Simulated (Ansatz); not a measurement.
How the cohesive energy of NbAs (model structure, started from the WC type, P-6m2, No. 187, 2 atoms in the cell) moves with the method

No measured value is used here.

```
level (code)           value (eV/atom)  cell (Å³/atom)
---------------------  ---------------  --------------
LDA (Ansatz)                      7.01           16.82
PBEsol (Ansatz)                   6.30           17.12
r²SCAN (Ansatz)                   5.44           17.60
r²SCAN+rVV10 (Ansatz)             5.73           17.46
```

Free atoms are spin-polarised, in the lowest state found; at levels without +SOC their spin–orbit coupling is left out.  LDA, PBEsol, r²SCAN, r²SCAN+rVV10: the run has no spin polarisation, so it can have missed a magnetic state. PBEsol: the free atom's electronic state is in doubt. Each level is taken at its own relaxed cell. Cutoffs differ between the levels. Ansatz's density-functional and Hartree–Fock values are scalar-relativistic unless marked +SOC, with PAW data made under PBE.

A model structure was made by putting elements into a prototype or built by hand; it is no filed structure, need not be a known phase, and can be a saddle point held by its symmetry.

Ansatz is a program for electronic structure.
